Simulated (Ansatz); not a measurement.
The reference is GaAs in the zinc blende structure (space group F-43m, No. 216; a = 5.6590 Å). Axes: x, y, z lie along the cube axes.

Method: plane-wave PAW DFT at the PBEsol level (Ansatz, a quantum-chemistry and plane-wave program, 420 eV), scalar-relativistic without spin-orbit coupling.

Perturbation: the cell is stretched by 3.00 % along z with no lateral relaxation; the atoms relax in the strained cell.

Predict the stress tensor and what it implies for the stiffness.

Stress of the strained cell less that of the base (GPa, compression positive):
```
  -1.29    0.00    0.00
   0.00   -1.29    0.00
   0.00    0.00   -3.15
```

Then −Δσ_ii/ε with ε = 0.0300 gives secant stiffness values (nonlinear terms included at this strain): C33 ≈ 105 GPa, C13 ≈ 43 GPa and C23 ≈ 43 GPa.

As a check, the harmonic strain energy −½ V₀ Δσ:ε is 6.7 meV/atom; the computed energy rise is 6.8 meV/atom.

Whether these cells are dynamically stable was not tested.
